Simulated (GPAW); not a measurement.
Input and output of a self-consistent single point for Ir (Fm-3m, 1 atom in the cell) (GPAW)

Method: PBE, GPAW PAW datasets PBE (gpaw-data 1.0.1) (plane waves; GPAW 25.7.0).

Input as run:

```python
from ase import Atoms
from ase.units import GPa
from gpaw import GPAW, PW

atoms = Atoms(['Ir'],
              cell=[[0.000000, 1.950667, 1.950667],
                    [1.950667, 0.000000, 1.950667],
                    [1.950667, 1.950667, 0.000000]],
              scaled_positions=[[0.000000, 0.000000, 0.000000]],
              pbc=True)

calc = GPAW(mode=PW(550),
            xc='PBE',
            kpts={'size': (14, 14, 14), 'gamma': True},
            occupations={'name': 'methfessel-paxton', 'width': 0.136, 'order': 0},
            nbands=-5,
            convergence={'forces': 0.001},
            symmetry={'symmorphic': False, 'tolerance': 0.0005},
            maxiter=150)

atoms.calc = calc

energy = atoms.get_potential_energy()
print('Energy (eV):', round(energy, 6))
forces = atoms.get_forces()
print('Forces (eV/Ang):')
print(forces.round(5))
stress = atoms.get_stress()
print('Stress (GPa, Voigt):', (stress / GPa).round(4))
```

Output (repeated stretches shortened):

```
Input parameters:
  convergence: {forces: 0.001}
  kpts: {gamma: True,
         size: (14, 14, 14)}
  maxiter: 150
  mode: {ecut: 550.0,
         name: pw}
  nbands: -5
  occupations: {name: methfessel-paxton,
                order: 0,
                width: 0.136}
  symmetry: {symmorphic: False,
             tolerance: 0.0005}
  xc: PBE

species:
  Ir:
    name: Iridium
    Z: 77.0
    valence: 15
    core: 62
    charge: 0.0
    file: Ir.PBE.gz

    # Using partial waves for Ir as LCAO basis

Reference energy: -484484.849336  # eV

Spin-paired calculation

Convergence criteria:
 Maximum [total energy] change in last 3 cyles: 0.0005 eV / valence electron
 Maximum integral of absolute [dens]ity change: 0.0001 electrons / valence electron
 Maximum integral of absolute [eigenst]ate change: 4e-08 eV^2 / valence electron
 Maximum change in the atomic [forces] across last 2 cycles: 0.001 eV/Ang OR
Maximum error relative to the maximum force is below inf
 Maximum number of scf [iter]ations: 150

Symmetries present (total): 48
Symmetries with fractional translations: 0
2744 k-points: 14 x 14 x 14 Monkhorst-Pack grid + [1/28,1/28,1/28]
104 k-points in the irreducible part of the Brillouin zone
       k-points in crystal coordinates                weights
   0:     0.00000000    0.00000000    0.00000000          1/2744
   1:     0.07142857    0.07142857    0.00000000          6/2744
   2:     0.07142857    0.07142857    0.07142857          8/2744
   [... 7 lines left out ...]
          ...
 103:     0.50000000    0.50000000    0.50000000          4/2744

Wave functions: Plane wave expansion
  Cutoff energy: 550.000 eV
  Number of coefficients (min, max): 411, 448
  Pulay-stress correction: 0.000000 eV/Ang^3 (de/decut=0.000000)

Occupation numbers: Methfessel-Paxton:
  width: 0.1360  # eV
  order: 0

Eigensolver

Densities:
  Coarse grid: 15*15*15 grid
  Fine grid: 30*30*30 grid
  Total Charge: 0.000000

Density mixing:
  Method: separate
  Backend: pulay
  Linear mixing parameter: 0.05
  old densities: 5
  Damping of long wavelength oscillations: 50

Hamiltonian:
  XC and Coulomb potentials evaluated on a 30*30*30 grid
  External potential:
    NoExternalPotential

XC parameters: PBE with 2 nearest neighbor stencil

Number of atoms: 1
Number of atomic orbitals: 12
Number of bands in calculation: 12
Number of valence electrons: 15
Bands to converge: occupied

Density initialized from atomic densities
  12 bands from LCAO basis set

Atomic positions and initial magnetic moments

Positions:
   0 Ir     0.000000    0.000000    0.000000    ( 0.0000,  0.0000,  0.0000)

Unit cell:
           periodic     x           y           z      points  spacing
  1. axis:    yes    0.000000    1.950667    1.950667    15     0.1502
  2. axis:    yes    1.950667    0.000000    1.950667    15     0.1502
  3. axis:    yes    1.950667    1.950667    0.000000    15     0.1502

  Lengths:   2.758660   2.758660   2.758660
  Angles:   60.000000  60.000000  60.000000

Effective grid spacing dv^(1/3) = 0.1638

     iter     time        total  log10-change:
                         energy   eigst   dens  force
iter:   1 --:--:--    -9.411264
iter:   2 --:--:--    -9.414785   -1.32  -1.55
iter:   3 --:--:--    -9.422913   -1.65  -1.55
iter:   4 --:--:--    -9.416464   -3.34  -1.90
iter:   5 --:--:--    -9.426420   -1.69  -1.92
iter:   6 --:--:--    -9.374558   -2.42  -1.94
iter:   7 --:--:--    -9.374562   -4.21  -3.11
iter:   8 --:--:--    -9.374553c  -5.97  -3.00
iter:   9 --:--:--    -9.374785c  -4.27  -3.00
iter:  10 --:--:--    -9.374789c  -5.91  -3.65
iter:  11 --:--:--    -9.374811c  -5.57  -3.78
iter:  12 --:--:--    -9.374815c  -5.20  -3.64
iter:  13 --:--:--    -9.374791c  -5.85  -3.55
iter:  14 --:--:--    -9.374791c  -7.58c -4.86c
iter:  15 --:--:--    -9.374791c  -9.36c -5.41c -29.34c

Converged after 15 iterations.

Dipole moment: (-0.000000, -0.000000, -0.000000) |e|*Ang

Energy contributions relative to reference atoms: (reference = -484484.849336)

Kinetic:         -0.614639
Potential:       +0.195047
External:        +0.000000
XC:              -8.748920
Entropy (-ST):   -0.013299
Local:           -0.199629
SIC:             +0.000000
--------------------------
Free energy:     -9.381440
Extrapolated:    -9.374791

Showing only first 2 kpts
 Kpt  Band  Eigenvalues  Occupancy
  0     5     10.31825    2.00000
  0     6     10.31825    2.00000
  0     7     12.79972    2.00000
  0     8     12.79972    2.00000

  1     5     10.47600    2.00000
  1     6     10.47600    2.00000
  1     7     12.55710    2.00000
  1     8     12.88222    2.00000

Fermi level: 13.82500

No gap
No difference between direct/indirect transitions
Energy (eV): -9.374791

Forces in eV/Ang:
  0 Ir   -0.00000   -0.00000   -0.00000

Stress tensor:
     0.054578     0.000000    -0.000000
     0.000000     0.054578    -0.000000
    -0.000000    -0.000000     0.054578
Stress (GPa, Voigt): [ 8.7443  8.7443  8.7443 -0.     -0.      0.    ]
```

The run converged in 15 iterations. GPAW prints stress with tension positive.

The starting cell comes from a database of computed structures (which also holds hypothetical and non-ambient phases and stackings), without a prior relaxation at this level. Its lattice was rescaled by a random factor within 2.5 % of one. Spin-orbit coupling is off. Spin polarisation is off. With a pressure of about -9 GPa the cell is away from its equilibrium volume at this level.
